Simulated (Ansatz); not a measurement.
MgAlNO (model structure, started from the AlSiCN type, P3m1, No. 156, 4 atoms in the cell) was calculated with PBE0 in Ansatz (plane waves, PAW).

Run with plane-wave cutoff 460 eV, 9×9×6 k mesh (along the axes of the cell as run), Fermi–Dirac smearing 0.01 eV, scalar-relativistic PAW data made under PBE.

The cell is the one relaxed with PBEsol. Conventional cell: a = 3.1799 Å, b = 3.1799 Å, c = 5.0831 Å, α = 90.00°, β = 90.00°, γ = 120.00°.

```
CELL_PARAMETERS angstrom
      3.17986     0.00000     0.00000
     -1.58993     2.75384     0.00000
      0.00000     0.00000     5.08311
ATOMIC_POSITIONS crystal
  Al 0.33333 0.66667 0.50271
  Mg 0.66667 0.33333 0.00661
  O  0.33333 0.66667 0.14127
  N  0.66667 0.33333 0.59940
```

Question: List the 10 lowest band energies at Γ above −25 eV (eV, relative to the valence band maximum), grouping those that round alike.

Answer: At Γ: -19.42, -14.46, -5.62, -2.19 (×2), -0.47, 0.00 (×2), 5.44, 9.65.

Note: the run warned that its exchange threshold was loose for the stress; the relaxation could raise the start's symmetry but not lower it, so the cell can be a saddle point; cell and atoms aren't relaxed at this level (largest force component 0.08 eV/Å, pressure -1.5 GPa).

A model structure was made by putting elements into a prototype or built by hand; it is no filed structure, need not be a known phase, and can be a saddle point held by its symmetry.

Ansatz is a quantum-chemistry and plane-wave program.
